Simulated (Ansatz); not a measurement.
**Tl₂O (model structure, P-3m1, No. 164, 3 atoms in the cell)**

Computed with LDA (Ansatz, a first-principles code, PAW).

Numerical settings: plane-wave cutoff 520 eV, 12×12×6 k mesh (along the axes of the cell as run), Fermi–Dirac smearing 0.01 eV, scalar-relativistic PAW data made under PBE.

Cell (relaxed at this level):

```
CELL_PARAMETERS angstrom
      3.45022     0.00000     0.00000
     -1.72511     2.98798     0.00000
      0.00000     0.00000     6.21594
ATOMIC_POSITIONS crystal
  Tl 0.33333 0.66667 0.25999
  O  0.00000 0.00000 0.50000
  Tl 0.66667 0.33333 0.74001
```

For Tl₂O (model structure, P-3m1, No. 164, 3 atoms in the cell), the band gap comes out as 0.15 eV (on the SCF k mesh).

Note: the relaxation could raise the start's symmetry but not lower it, so the cell can be a saddle point.

Spin–orbit coupling is not included; it can close the smallest gap of 0.15 eV.

A model structure was made by putting elements into a prototype or built by hand; it is no filed structure, need not be a known phase, and can be a saddle point held by its symmetry.
